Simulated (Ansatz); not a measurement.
# Several settings converged on CaGa (Cm, 4 atoms in the cell)

```
CELL_PARAMETERS angstrom
      2.11838    -5.64932     0.00000
      2.11838     5.64932     0.00000
      0.00000     0.00000     4.31520
ATOMIC_POSITIONS crystal
  Ca 0.35566 0.64434 0.76159
  Ca 0.64434 0.35566 0.25000
  Ga 0.06499 0.93501 0.75000
  Ga 0.93501 0.06499 0.25000
```

Base method: PBEsol, default PAW files made with PBE (plane waves; Ansatz, a program for electronic structure).

Base settings: basis.ecutwfc = 420 eV; kpoints.mp_grid.grid = 4 4 4; hamiltonian.xc = pbesol; hamiltonian.pseudopotentials = {kind: paw} (the program's default PAW files); scf.occupations.method = gaussian; scf.occupations.width = 0.1 eV.

The count of work is k-points × plane waves × bands × iterations; it is no time. Core times come from one kind of shared machine, to one figure; runs under 30 s give none.

**The cutoff for other potential files**

Level: DFT, PBEsol, plane waves, harder PAW files (source: ansatz) made with PBE.

In this ladder: hamiltonian.pseudopotentials = {kind: paw, source: ansatz}.

The second cell is the first with its lattice scaled by 0.98.

The mesh stays at the base's, so the ladder's end is converged at best in this setting alone.

The first pressure column holds Ansatz's estimate of the finite-basis (Pulay) stress, which hides part of the cutoff error; the other is without it.

Only quantities that move along the ladder and can be compared are tabulated.

| basis.ecutwfc | free energy less the last step's (meV/atom) | energy of the compressed cell less the first (meV/atom) | pressure (GPa) | pressure without the Pulay estimate (GPa) | largest difference of a force vector from the last step's (eV/Å) | count of work / last | core time / last (rough) |
|---|---|---|---|---|---|---|---|
| 460 eV | 20787.78 | 46.84 | 0.25 | -727.64 | 0.617 | 0.096 | – |
| 560 eV | 3277.01 | 16.07 | -0.94 | -142.58 | 0.014 | 0.13 | – |
| 715 eV | 161.60 | 4.41 | -0.86 | -10.74 | 0.002 | 0.21 | – |
| 865 eV | 5.22 | 4.41 | -0.85 | -1.33 | 0.000 | 0.30 | – |
| 1020 eV | 0.37 | 4.43 | -0.85 | -0.86 | 0.000 | 0.35 | – |
| 1225 eV | 0.20 | 4.44 | -0.85 | -0.85 | 0.000 | 0.46 | 0.9 |
| 1530 eV | 0.09 | 4.44 | -0.85 | -0.85 | 0.000 | 0.65 | 1 |
| 2040 eV | 0.00 | 4.43 | -0.85 | -0.85 | 0.000 | 1.0 | 1 |

Coarsest basis.ecutwfc that holds the free energy within 0.5 meV/atom of the last step, with all finer ones: 1020 eV, at 0.35 of the last step's count of work; the step before is off by 5.2 meV/atom.

Coarsest basis.ecutwfc that holds the energy of the compressed cell less the first within 0.2 meV/atom of the last step, with all finer ones: 715 eV, at 0.21 of the last step's count of work; the step before is off by 12 meV/atom.

Coarsest basis.ecutwfc that holds the pressure without the Pulay estimate within 0.1 GPa of the last step, with all finer ones: 1020 eV, at 0.35 of the last step's count of work; the step before is off by 0.47 GPa.

The energy difference between the two cells stays within 1 meV/atom of the last step's from 715 eV on, the total only from 1020 eV on: much of the error is common to both cells and cancels.

At the lowest cutoff the pressure without the Pulay estimate lies 727 GPa under the last step's, the usual sign of Pulay stress in an incomplete plane-wave basis.

**The density cutoff**

The second cell is the first with its lattice scaled by 0.98.

The mesh stays at the base's, so the ladder's end is converged at best in this setting alone.

Only quantities that move along the ladder and can be compared are tabulated.

```tsv
basis.ecutrho_ratio	free energy less the last step's (meV/atom)	energy of the compressed cell less the first (meV/atom)	pressure (GPa)	largest difference of a force vector from the last step's (eV/Å)
2	-8.36	3.95	-0.54	0.010
3	-0.11	4.39	-0.85	0.000
4	0.00	4.40	-0.86	0.000
5	0.00	4.40	-0.86	0.000
6	0.00	4.40	-0.86	0.000
8	0.00	4.40	-0.86	0.000
10	0.00	4.40	-0.86	0.000
12	0.00	4.40	-0.86	0.000
16	0.00	4.40	-0.86	0.000
```

Coarsest basis.ecutrho_ratio that holds the free energy within 5 meV/atom of the last step, with all finer ones: 3; the step before is off by 8.4 meV/atom.

Coarsest basis.ecutrho_ratio that holds the energy of the compressed cell less the first within 0.2 meV/atom of the last step, with all finer ones: 3; the step before is off by 0.45 meV/atom.

Coarsest basis.ecutrho_ratio that holds the forces within 0.005 eV/Å of the last step, with all finer ones: 3; the step before is off by 0.010 eV/Å.

The energy difference between the two cells stays within 1 meV/atom of the last step's from 2 on, the total only from 3 on: much of the error is common to both cells and cancels.

**The relaxed cell against the cutoff**

On CaGa (Cmcm, 4 atoms in the cell): atoms on their sites.

In this ladder: relax = cell and atoms.

The mesh stays at the base's, so the ladder's end is converged at best in this setting alone.

Only quantities that move along the ladder and can be compared are tabulated.

```csv
basis.ecutwfc,relaxed volume (Å³/atom),relaxation steps,core time / last (rough)
210 eV,25.229,67,1
250 eV,25.101,41,1
295 eV,25.007,21,0.7
355 eV,24.938,10,–
420 eV,24.924,6,–
505 eV,24.925,6,–
630 eV,24.924,6,0.7
840 eV,24.924,6,1
```

Coarsest basis.ecutwfc that holds the relaxed volume within 0.05 Å³/atom of the last step, with all finer ones: 355 eV; the step before is off by 0.083 Å³/atom.

At the lowest cutoff the cell relaxes to a volume 1.2 % larger than at the highest. Ansatz relaxes on a stress corrected for the finite basis.

On the base run: the starting cell comes from a database of computed structures (which also holds hypothetical and non-ambient phases and stackings), without a prior relaxation at this level. Its lattice was rescaled by up to half a per cent. One atom was moved a little off its site on purpose. Without a gap this mesh is coarse (it stands for a supercell whose shortest vector is 17 Å).

Keys are those of Ansatz 0.2.
